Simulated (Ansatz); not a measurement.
Results of r²SCAN (plane waves, PAW; Ansatz, a first-principles code) for HfSiO4 (I4₁/amd, No. 141, 12 atoms in the cell; start mp-4609).

Numerical settings: plane-wave cutoff 560 eV, 8×8×8 k mesh, Fermi–Dirac smearing 0.01 eV, scalar-relativistic PAW data made under PBE.

Cell (relaxed at this level):

```cif
data_Hf2O8Si2
_chemical_formula_sum 'Hf2 Si2 O8'
_space_group_name_H-M_alt 'P 1'
_space_group_IT_number 1
_cell_length_a 5.52968
_cell_length_b 5.52968
_cell_length_c 5.52968
_cell_angle_alpha 106.954
_cell_angle_beta 106.954
_cell_angle_gamma 114.633
loop_
_space_group_symop_operation_xyz
  'x, y, z'
loop_
_atom_site_label
_atom_site_type_symbol
_atom_site_fract_x
_atom_site_fract_y
_atom_site_fract_z
_atom_site_occupancy
Hf1 Hf 0.00000 0.00000 0.00000 1
Hf2 Hf 0.75000 0.25000 0.50000 1
Si1 Si 0.25000 0.75000 0.50000 1
Si2 Si 0.50000 0.50000 0.00000 1
O1 O 0.13526 0.31989 0.81537 1
O2 O 0.06989 0.75452 0.68463 1
O3 O 0.50452 0.31989 0.18463 1
O4 O 0.06989 0.38526 0.31537 1
O5 O 0.61474 0.93011 0.68463 1
O6 O 0.68011 0.86474 0.18463 1
O7 O 0.24548 0.93011 0.31537 1
O8 O 0.68011 0.49548 0.81537 1
```

### Question
What does this level give for the band gap?

### Answer

- band gap = 6.01 eV (on the SCF k mesh)

Note: the relaxation could not lower the start's symmetry, so the cell can be a saddle point above a distorted one.

Spin–orbit coupling is not included.

Static lattice: no zero-point or thermal effects.

The result took about 2.8 core-minutes (a rough figure).

A start named mp-… is a Materials Project structure, which need not be a measured phase.
